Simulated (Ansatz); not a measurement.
# Pressure series in Re

Start from Re in the hcp (Mg type) structure (space group P6_3/mmc, No. 194; a = 2.7508 Å, c = 4.4414 Å).

Cell and atoms are relaxed at each pressure.

Calculations: PBEsol, PAW, 420 eV (Ansatz, a first-principles code; no spin-orbit coupling).

Notes on the quantities. enthalpy: H = E + PV relative to the base's energy.

```json
[
 {"case": "base", "enthalpy": "–", "lattice parameter a": "2.751 Å"},
 {"case": "pressure −2 GPa", "enthalpy": "-0.18 eV/atom", "lattice parameter a": "?"},
 {"case": "pressure −1 GPa", "enthalpy": "-0.09 eV/atom", "lattice parameter a": "2.753 Å"},
 {"case": "pressure 0.9 GPa", "enthalpy": "+0.08 eV/atom", "lattice parameter a": "2.749 Å"},
 {"case": "pressure 2.1 GPa", "enthalpy": "+0.19 eV/atom", "lattice parameter a": "2.746 Å"},
 {"case": "pressure 4.5 GPa", "enthalpy": "+0.41 eV/atom", "lattice parameter a": "?"},
 {"case": "pressure 9 GPa", "enthalpy": "+0.81 eV/atom", "lattice parameter a": "2.731 Å"},
 {"case": "pressure 15 GPa", "enthalpy": "+1.34 eV/atom", "lattice parameter a": "2.718 Å"},
 {"case": "pressure 22.5 GPa", "enthalpy": "+1.99 eV/atom", "lattice parameter a": "2.704 Å"},
 {"case": "pressure 30 GPa", "enthalpy": "+2.63 eV/atom", "lattice parameter a": "2.691 Å"}
]
```

Task: Some entries are withheld; estimate them.

Result: 
- pressure −2 GPa, lattice parameter a: 2.756 Å
- pressure 4.5 GPa, lattice parameter a: 2.741 Å

Load acts through the strain it causes; cell and atoms are relaxed under it. No phonon test of stability was made. Competing high-pressure phases were not computed. The final runs are not spin-polarised.
